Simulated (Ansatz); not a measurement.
Base system: ZnS in the zinc blende structure (space group F-43m, No. 216; a = 5.3567 Å).

Method: PBEsol (Ansatz, an electronic-structure program), spin-orbit coupling left out.

Base values:

| Item | Value |
|---|---|
| Valley order | Γ 2.09 eV; X along ⟨100⟩ 3.17 eV; L along ⟨111⟩ 3.24 eV |

The change: 0.269 holes added to each cell, a density of 7.0×10^21 cm⁻³, with a uniform compensating background at fixed cell and a 300 K Fermi–Dirac width.

Task: Estimate the effect on the valley order and Fermi level from band edge.

Result: The valley order (the lowest conduction-band minima on the path, energy above the VBM, named in the base's zone) goes from Γ 2.09 eV; X along ⟨100⟩ 3.17 eV; L along ⟨111⟩ 3.24 eV to Γ 2.28 eV; L along ⟨111⟩ 3.43 eV; X along ⟨100⟩ 3.47 eV; the Fermi level relative to the doped band's edge (positive inside the band; to 0.05 eV) comes out as +0.55 eV.

Charged cell with a jellium background: band edges are those of the host's band count, energies are not comparable with the neutral cell, and many-body gap narrowing is missing. The levels and masses belong to the bands next to the band gap. Whether these cells are dynamically stable was not tested.
